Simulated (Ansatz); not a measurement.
The parent structure is Ti in the hcp (Mg type) structure (space group P6_3/mmc, No. 194; a = 2.9363 Å, c = 4.6372 Å). Axes: x lies along a and z along c of the hexagonal cell.

Calculations: r2SCAN/PAW in Ansatz (an electronic-structure program), without spin-orbit coupling, earlier PAW set.

The change: a free-standing slab of 6 layers (6 atoms, 1 a layer) is cut normal to the z axis, with 15 Å of vacuum and the in-plane cell held at bulk.

Q: How does this affect the excess energy per area of both faces and change of the spacing d12 from its bulk value of 2.319 Å?

A: The excess energy per area of both faces (slab less bulk energy over the cell's area: twice a surface energy) comes out as 4.4 J/m² (uncertain by up to 0.1 J/m²); the change of the spacing d12 from its bulk value of 2.319 Å comes out as -6.9 %.

Slab and bulk use different k-meshes, which limits the precision of the excess energy. Stability against distortions was not tested. All final runs are without spin polarisation.
